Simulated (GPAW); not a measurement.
```
CELL_PARAMETERS angstrom
      0.00000     3.58782     3.58782
      3.58782     0.00000     3.58782
      3.58782     3.58782     0.00000
ATOMIC_POSITIONS crystal
  Ba 0.50000 0.50000 0.50000
  S  0.00000 0.00000 0.00000
  O  0.11639 0.11639 0.11639
  O  0.65083 0.11639 0.11639
  O  0.11639 0.11639 0.65083
  O  0.11639 0.65083 0.11639
```

Level of theory: LDA (Perdew-Wang 92), GPAW PAW datasets LDA (gpaw-data 1.0.1) (plane waves; GPAW).

The set-up and first iterations of a GPAW log for BaSO4 (F-43m, 6 atoms in the cell):

```
Input parameters:
  convergence: {bands: -4,
                density: 1e-05,
                energy: 1e-05}
  kpts: {gamma: True,
         size: (6, 6, 6)}
  maxiter: 150
  mode: {ecut: 950.0,
         name: pw}
  nbands: -6
  occupations: {fixmagmom: False,
                name: fermi-dirac,
                width: 0.01}
  symmetry: {symmorphic: False,
             tolerance: 0.0005}

species:
  Ba:
    name: Barium
    Z: 56.0
    valence: 10
    core: 46
    charge: 0.0
    file: Ba.LDA.gz

    # Using partial waves for Ba as LCAO basis

  S:
    name: Sulfur
    Z: 16.0
    valence: 6
    core: 10
    charge: 0.0
    file: S.LDA.gz

    # Using partial waves for S as LCAO basis

  O:
    name: Oxygen
    Z: 8.0
    valence: 6
    core: 2
    charge: 0.0
    file: O.LDA.gz

    # Using partial waves for O as LCAO basis

Reference energy: -240043.989769  # eV

Spin-paired calculation

Convergence criteria:
   [... lines left out ...]
  Method: separate
  Backend: pulay
  Linear mixing parameter: 0.05
  old densities: 5
  Damping of long wavelength oscillations: 50

Hamiltonian:
  XC and Coulomb potentials evaluated on a 80*80*80 grid
  External potential:
    NoExternalPotential

Number of atoms: 6
Number of atomic orbitals: 25
Number of bands in calculation: 26
Number of valence electrons: 40
Bands to converge: 22

Density initialized from atomic densities
  25 bands from LCAO basis set
  1 band from random numbers

Atomic positions and initial magnetic moments

Positions:
   0 Ba     3.587817    3.587817    3.587817    ( 0.0000,  0.0000,  0.0000)
   1 S      0.000000    0.000000    0.000000    ( 0.0000,  0.0000,  0.0000)
   2 O      0.835172    0.835172    0.835172    ( 0.0000,  0.0000,  0.0000)
   3 O      0.835172    2.752645    2.752645    ( 0.0000,  0.0000,  0.0000)
   4 O      2.752645    2.752645    0.835172    ( 0.0000,  0.0000,  0.0000)
   5 O      2.752645    0.835172    2.752645    ( 0.0000,  0.0000,  0.0000)

Unit cell:
           periodic     x           y           z      points  spacing
  1. axis:    yes    0.000000    3.587817    3.587817    40     0.1036
  2. axis:    yes    3.587817    0.000000    3.587817    40     0.1036
  3. axis:    yes    3.587817    3.587817    0.000000    40     0.1036

  Lengths:   5.073939   5.073939   5.073939
  Angles:   60.000000  60.000000  60.000000

Effective grid spacing dv^(1/3) = 0.1130
     iter     time        total  log10-change:
                         energy   eigst   dens
iter:   1 --:--:--   -48.149891   +0.84
iter:   2 --:--:--   -46.996416   +0.21  -0.88
iter:   3 --:--:--   -43.784359   +0.02  -0.94
iter:   4 --:--:--   -43.888469   -0.25  -1.28
iter:   5 --:--:--   -43.734167   -0.52  -1.42
```

**Question.** Will this run converge, and how will it end?

**Answer.** The run converged in 26 iterations. Convergence of the loop says nothing yet on basis, mesh or lower states. It ends on: free energy E − TS (from the program's reference atoms) -43.6529 eV; top of the valence band (on the code's own zero) 3.94 eV; gap on the k-point mesh 4.37 eV; largest force (vector length) 2.191 eV/Å. The log goes on:

```
   [... 3 lines left out ...]
iter:   9 --:--:--   -43.656615   -2.24  -2.31
iter:  10 --:--:--   -43.653849   -3.10  -2.47
iter:  11 --:--:--   -43.652906   -3.32  -2.78
iter:  12 --:--:--   -43.653007   -3.96  -3.50
iter:  13 --:--:--   -43.653097c  -3.72  -3.22
iter:  14 --:--:--   -43.652881c  -4.14  -3.14
iter:  15 --:--:--   -43.652866c  -4.51  -3.63
iter:  16 --:--:--   -43.652871c  -4.65  -4.07
iter:  17 --:--:--   -43.652865c  -4.67  -3.91
iter:  18 --:--:--   -43.652865c  -4.29  -4.47
iter:  19 --:--:--   -43.652865c  -4.29  -4.93
iter:  20 --:--:--   -43.652865c  -4.20  -4.84
iter:  21 --:--:--   -43.652865c  -4.66  -4.86
iter:  22 --:--:--   -43.652865c  -5.78  -5.27c
iter:  23 --:--:--   -43.652865c  -5.87  -5.34c
iter:  24 --:--:--   -43.652865c  -6.98  -5.37c
iter:  25 --:--:--   -43.652865c  -7.05  -5.72c
iter:  26 --:--:--   -43.652865c  -7.86c -5.98c
Converged after 26 iterations.

Dipole moment: (-11.508350, -11.508350, -11.508350) |e|*Ang

Energy contributions relative to reference atoms: (reference = -240043.989769)

Kinetic:        +52.190127
Potential:      -42.142099
External:        +0.000000
XC:             -54.124893
Entropy (-ST):   -0.000000
Local:           +0.424001
SIC:             +0.000000
--------------------------
Free energy:    -43.652865
Extrapolated:   -43.652865

Showing only first 2 kpts
 Kpt  Band  Eigenvalues  Occupancy
  0    18      3.92352    2.00000
  0    19      3.92352    2.00000
  0    20      8.30999    0.00000
  0    21     10.43178    0.00000

  1    18      3.75324    2.00000
  1    19      3.75324    2.00000
  1    20      8.74847    0.00000
  1    21     10.49324    0.00000

Fermi level: 4.76314

Gap: 4.372 eV
Transition (v -> c):
  (s=0, k=15, n=19, [0.50, 0.50, 0.50]) -> (s=0, k=0, n=20, [0.00, 0.00, 0.00])
Direct/indirect transitions are different
   [... lines left out ...]
Direct gap: 4.386 eV
   [... lines left out ...]
Energy (eV): -43.652865

Forces in eV/Ang:
  0 Ba   -0.00000    0.00000   -0.00000
  1 S    -0.00000    0.00000   -0.00000
  2 O     1.26487    1.26487    1.26487
  3 O     1.26487   -1.26487   -1.26487
  4 O    -1.26487   -1.26487    1.26487
  5 O    -1.26487    1.26487   -1.26487

Stress tensor:
    -0.034383    -0.000000     0.000000
    -0.000000    -0.034383     0.000000
     0.000000     0.000000    -0.034383
Stress (GPa, Voigt): [-5.5088 -5.5088 -5.5088  0.      0.     -0.    ]
```

For comparison: a first run was changed to give this one (lattice scaled by 0.97), and from it to this one the free energy goes down by 3.3 meV/atom, the largest force goes from 0.261 to 2.191 eV/Å and the gap on the mesh goes from 4.166 to 4.372 eV.

The starting cell comes from a database of computed structures (which also holds hypothetical and non-ambient phases and stackings), without a prior relaxation at this level. For this run, on top of that: lattice scaled by 0.97. Forces in this geometry exceed 1 eV/Å.

The run was DFT LDA (Perdew-Wang 92), plane waves, GPAW PAW datasets LDA (gpaw-data 1.0.1). Main settings of its input:

| key | value |
|---|---|
| mode | pw |
| ecut | 950 eV |
| xc | LDA |
| kpts | 6 6 6 |
| mesh shift (steps) | 0 0 0 |
| occupations.name | fermi-dirac |
| occupations.width | 0.01 eV |
| nbands | -6 |
| convergence.density | 1e-05 e/electron |
| convergence.energy | 1e-05 eV/electron |
| convergence.bands | -4 |
| symmetry.symmorphic | false |
